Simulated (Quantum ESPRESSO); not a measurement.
**Refining one setting for SiO2 (R-3m, 36 atoms in the cell)**

SiO₂ is modelled in the trigonal space group R-3m, hexagonal axes (No. 166), Pearson symbol hR36. Conventional cell: a = 13.597 Å, b = 13.597 Å, c = 14.836 Å, α = 90.00°, β = 90.00°, γ = 120.00°. Si on 36i sees 4 O at 1.605–1.617 Å (tetrahedral). O1 on 18f is coordinated by 2 Si at 1.615 Å (bent). O2 on 18h is coordinated by 2 Si at 1.617 Å (bent). O3 on 18h sees 2 Si at 1.606 Å (bent). O4 on 18g has 2 Si at 1.605 Å (bent). (Neighbours: up to the widest gap in distance over summed covalent radii, below 1.35, at either atom.)
(The calculation used a cell of 36 atoms; values per cell refer to that cell.)

Method: LDA (PZ), GBRV 1.5 ultrasoft (LDA) pseudopotentials (plane waves; Quantum ESPRESSO).

The starting cell comes from a database of computed structures (which also holds hypothetical and non-ambient phases and stackings), without a prior relaxation at this level.

Held fixed: occupations = fixed; potentials = {Si: si_lda_v1.uspp.F.UPF, O: o_lda_v1.2.uspp.F.UPF}; K_POINTS = automatic 2 2 2 0 0 0; nbnd = 100; conv_thr = 1e-10 Ry; mixing_beta = 0.5. Moved along with it: ecutrho.

ΔF is the free energy per atom less that of the last row (46 Ry).

The series runs over ecutwfc = 16 Ry; 20 Ry; 24 Ry; 28 Ry; 32 Ry; 36 Ry; 40 Ry; 46 Ry.

### Question
From which setting on does the energy stay within 2 meV/atom of the last one?

### Answer
From ecutwfc = 40 Ry on; the one before it is off by 5.1 meV/atom. Only the last setting checks this, so the series should go further.

```json
[
 {"ecutwfc": "16 Ry", "ΔF (meV/atom)": "6053.0", "pressure (GPa)": "-115.44", "largest force (eV/Å)": "1.151", "gap on the mesh (eV)": "5.051", "plane waves": "5808", "iterations": "12"},
 {"ecutwfc": "20 Ry", "ΔF (meV/atom)": "2076.0", "pressure (GPa)": "-56.11", "largest force (eV/Å)": "0.244", "gap on the mesh (eV)": "5.622", "plane waves": "8082", "iterations": "11"},
 {"ecutwfc": "24 Ry", "ΔF (meV/atom)": "657.0", "pressure (GPa)": "-24.20", "largest force (eV/Å)": "0.135", "gap on the mesh (eV)": "5.714", "plane waves": "10632", "iterations": "12"},
 {"ecutwfc": "28 Ry", "ΔF (meV/atom)": "175.9", "pressure (GPa)": "-9.23", "largest force (eV/Å)": "0.114", "gap on the mesh (eV)": "5.775", "plane waves": "13402", "iterations": "13"},
 {"ecutwfc": "32 Ry", "ΔF (meV/atom)": "35.8", "pressure (GPa)": "-3.17", "largest force (eV/Å)": "0.110", "gap on the mesh (eV)": "5.794", "plane waves": "16402", "iterations": "14"},
 {"ecutwfc": "36 Ry", "ΔF (meV/atom)": "5.1", "pressure (GPa)": "-1.19", "largest force (eV/Å)": "0.109", "gap on the mesh (eV)": "5.795", "plane waves": "19565", "iterations": "13"},
 {"ecutwfc": "40 Ry", "ΔF (meV/atom)": "1.21", "pressure (GPa)": "-0.75", "largest force (eV/Å)": "0.108", "gap on the mesh (eV)": "5.796", "plane waves": "22854", "iterations": "13"},
 {"ecutwfc": "46 Ry", "ΔF (meV/atom)": "0.00", "pressure (GPa)": "-0.82", "largest force (eV/Å)": "0.108", "gap on the mesh (eV)": "5.796", "plane waves": "28173", "iterations": "13"}
]
```

Gaps are taken between levels on the mesh.
